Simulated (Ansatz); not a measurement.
Functionals compared on the (103) surface of beta tin in its 1x1 cell, outermost plane spacing 0.26 Å in the ideal cut, in Ansatz (plane waves, PAW). The structure was relaxed with PBE; the other rows are single points on it. Cutoff 420 eV (500 eV for r2SCAN).

Slab: 20 atoms, 9.8 Å thick at the start (thin: gaps and levels are the slab's own); k 7x4x1, smearing 0.1 eV, dipole-corrected; all atoms relaxed; held to the part of the start's symmetry that mesh and held atoms allow; no spin, no spin-orbit, no U. These notes are the PBE run's.

| functional | work function of the top face (eV) | rough cost of the single point |
|---|---|---|
| PBE | 4.07 | – |
| LDA | 4.34 | about 7 core-minutes (a rough figure) |
| PBEsol | 4.15 | very roughly 7 core-minutes |
| RPBE | 3.96 | very roughly 7 core-minutes |
| r2SCAN | 4.19 | roughly 15 core-minutes |

Ansatz is a first-principles code.
